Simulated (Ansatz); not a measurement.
The starting structures come from a database of crystals and need not be the phases stable at ambient conditions.

 Where the default PAW files enter, the runs use the earlier of Ansatz's two default sets.

The decay constant κ of evanescent states in the gap governs leakage through a thin film.

Here is the system:

```yaml
crystal:
  lattice:
    - [6.96568, 0.00000, 0.00000]
    - [2.32189, 6.67510, 0.00000]
    - [3.48284, 0.00000, 2.01082]
  atoms:
    - { symbol: Ba, position: [0.24236, 0.27292, 0.00000] }
    - { symbol: Ba, position: [0.75764, 0.72708, 0.00000] }
    - { symbol: N, position: [0.50000, 0.50000, 0.00000] }
    - { symbol: F, position: [0.00000, 0.00000, 0.00000] }
```

Space group of this cell: R-3m. The cell is taken as given; by r2SCAN its mean pressure is -1.1 GPa.

Transport runs along the normal of the first two printed cell vectors, the (110) plane of the conventional cell.

No gap correction and no spin-orbit coupling; mid-gap values are interpolated between computed energies.

Q: Give the band gap and the smallest decay constant κ at mid-gap that r2SCAN (Ansatz, a first-principles code) yields.

A: Gap 1.23 eV on a 14×14×14 mesh; κ = 0.252 1/Å, at the zone centre.
